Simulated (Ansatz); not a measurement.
SnGeO₄ (model structure, started from the ZrSiO4 type, I4₁/amd, No. 141, 12 atoms in the cell), treated with PBEsol in Ansatz (plane waves, PAW).

Settings: plane-wave cutoff 520 eV, 8×8×8 k mesh, Fermi–Dirac smearing 0.01 eV, scalar-relativistic PAW data made under PBE.

Cell (relaxed with PBEsol):

```
SnGeO4
1.0
   -3.28898     3.28898     3.18907
    3.28898    -3.28898     3.18907
    3.28898     3.28898    -3.18907
Sn Ge O
2 2 8
Cartesian
  0.00000   0.00000   0.00000
  0.00000   3.28898   1.59453
  0.00000   0.00000   3.18907
  3.28898   0.00000   1.59453
  3.28898   2.04981  -1.24521
  4.52815   0.00000   0.34933
  0.00000   1.23917   1.94386
  2.04981   0.00000   0.34933
  3.28898   1.23917   2.83974
  1.23917   0.00000   4.43428
  3.28898  -1.23917   2.83974
  2.04981   3.28898   1.24521
```

Task: What does this level give for the band gap?

Result: 
band gap: 1.26 eV

Note: the relaxation could raise the start's symmetry but not lower it, so the cell can be a saddle point.

Spin–orbit coupling is not included.

Computed values are for the static lattice.

A model structure was made by putting elements into a prototype or built by hand; it is no filed structure, need not be a known phase, and can be a saddle point held by its symmetry.

Ansatz is a program for electronic structure.
